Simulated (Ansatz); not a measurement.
## BN, pressure series

The reference is BN (space group P6_3/mmc, No. 194; a = 2.5121 Å, c = 8.4958 Å; layered, stacked along the Cartesian z axis).

Cell and atoms are relaxed at each pressure.

Method: PBE (Ansatz, a quantum-chemistry and plane-wave program, PAW, scalar-relativistic without spin-orbit coupling).

Notes on the quantities. enthalpy: H = E + PV relative to the base's energy.

```tsv
variant	volume per atom	gap character	enthalpy
base	11.61 Å³	indirect, H → Γ	–
pressure 0.3 GPa	10.67 Å³	indirect, H → M	+0.02 eV/atom
pressure 0.7 GPa	10.13 Å³	indirect, K–Γ (5 % along) → M	+0.05 eV/atom
pressure 3 GPa	9.01 Å³	indirect, k = (0.267, 1/3, 0) in the run's primitive reciprocal basis → M	+0.18 eV/atom
pressure 5 GPa	8.58 Å³	indirect, k = (0.267, 1/3, 0) in the run's primitive reciprocal basis → M	+0.29 eV/atom
pressure 7.5 GPa	8.21 Å³	indirect, K–Γ (14 % along) → M	+0.42 eV/atom
pressure 10 GPa	7.95 Å³	indirect, K–Γ (17 % along) → M	+0.55 eV/atom
```

From pressure 3 GPa on, the axis ratios lie over 15 % from the base's, so the cell there is far from its starting form. Load acts through the strain it causes; cell and atoms are relaxed under it. Whether these cells are dynamically stable was not tested. No other phases were tried under pressure. The base started in Pnma and relaxed to P6_3/mmc at this level. No dispersion term is included, though the crystal is made of layers, chains or molecules, so its spacings can come out too wide.
